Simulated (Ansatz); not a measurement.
System: Pd (Im-3m, No. 229, 1 atom in the cell; start mp-2646977; another form than the element's usual one). Method: r²SCAN (plane waves, PAW; Ansatz, a first-principles code).

Settings: plane-wave cutoff 560 eV, 24×24×24 k mesh, Fermi–Dirac smearing 0.05 eV, scalar-relativistic PAW data made under PBE.

Cell (relaxed at this level):

```cif
data_Pd
_chemical_formula_sum 'Pd1'
_space_group_name_H-M_alt 'P 1'
_space_group_IT_number 1
_cell_length_a 2.69314
_cell_length_b 2.69314
_cell_length_c 2.69314
_cell_angle_alpha 109.471
_cell_angle_beta 109.471
_cell_angle_gamma 109.471
loop_
_space_group_symop_operation_xyz
  'x, y, z'
loop_
_atom_site_label
_atom_site_type_symbol
_atom_site_fract_x
_atom_site_fract_y
_atom_site_fract_z
_atom_site_occupancy
Pd1 Pd 0.00000 0.00000 0.00000 1
```

Q: Predict the bulk modulus.

A: 
* **bulk modulus**: 181 GPa

The run finds no gap.

Note: the bulk modulus is −V dP/dV from two relaxed cells at ±2 % in volume; the relaxation could not lower the start's symmetry, so the cell can be a saddle point above a distorted one.

Computed values are for the static lattice.

It cost very roughly 90 core-seconds of CPU time.

A start named mp-… is a Materials Project structure, which need not be a measured phase.
